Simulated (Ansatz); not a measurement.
# CdS under load (space group P6_3mc): band-edge transport data

Given:

```yaml
crystal:
  lattice:
    - [4.09301, 0.00000, 0.00000]
    - [-2.04650, 3.54465, 0.00000]
    - [0.00000, 0.00000, 6.86701]
  atoms:
    - { symbol: Cd, position: [0.33333, 0.66667, 0.00259] }
    - { symbol: Cd, position: [0.66667, 0.33333, 0.50259] }
    - { symbol: S, position: [0.33333, 0.66667, 0.37241] }
    - { symbol: S, position: [0.66667, 0.33333, 0.87241] }
```

Level of theory: r2SCAN with spin-orbit coupling, rigid bands (plane waves, PAW; Ansatz, a quantum-chemistry and plane-wave program). Condition of this run: uniaxial stress along c of -1.6 GPa (compression positive) (the target of the relaxation). Cell: cell and atoms relaxed with PBEsol, then loaded as said.

```
Property                                                                                                                                                             Result
---------------------------------------------------------------------------------------------------------------------------------------  ----------------------------------
band gap                                                                                                                                                            1.59 eV
electron conductivity mass (300 K, dilute)                                                                                               0.179 (x), 0.179 (y), 0.154 (z) mₑ
hole conductivity mass (300 K, dilute)                                                                                                      1.05 (x), 1.05 (y), 1.69 (z) mₑ
effective density of states N_c (300 K)                                                                                                                         1.7e18 cm⁻³
effective density of states N_v (300 K)                                                                                                                         4.0e19 cm⁻³
density-of-states mass, electrons                                                                                                                                  0.169 mₑ
density-of-states mass, holes                                                                                                                                       1.38 mₑ
Seebeck coefficient, n-type 1e19 cm⁻³, 300 K                                                                                                                      -100 μV/K
best n-type power factor at 300 K for τ = 10 fs (best axis; densities from 1e16 to 1e21 cm⁻³ tried, whether or not they can be reached)        1.74 μW/(cm·K²) at 1e19 cm⁻³
Seebeck coefficient, p-type 1e19 cm⁻³, 300 K                                                                                                                       368 μV/K
```

Rigid bands; masses and Seebeck coefficients take one relaxation time τ for all states and one kind of carrier; polarons and phonon drag are left out. Geometry: cell and atoms relaxed with PBEsol.
